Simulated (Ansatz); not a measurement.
Consider CaZrF6 (space group Fm-3m, No. 225; a = 8.5108 Å; a cell from a computed database, its experimental status unchecked).

One thing is altered: every Ca is replaced by Be, then cell and atoms are relaxed.

Levels (all Ansatz, an electronic-structure program, PAW): PBEsol (420 eV, no spin-orbit coupling); HSE06 (420 eV, no spin-orbit coupling).

The geometry is relaxed with PBEsol.

| Quantity | Result |
|---|---|
| PBEsol lowest conduction level above the VBM at special points | Γ 6.54 eV; X 6.55 eV; L 6.60 eV |

With HSE06 at the same geometry, the lowest conduction level above the VBM at special points changes from Γ 6.54 eV; X 6.55 eV; L 6.60 eV to Γ 8.81 eV; X 8.81 eV; L 8.87 eV.

Single points use the geometry relaxed with PBEsol. The levels and masses belong to the bands next to the band gap. No phonon test of stability was made. As relaxed here, ZrBeF6 is a hypothetical phase, not in the database extracts checked.
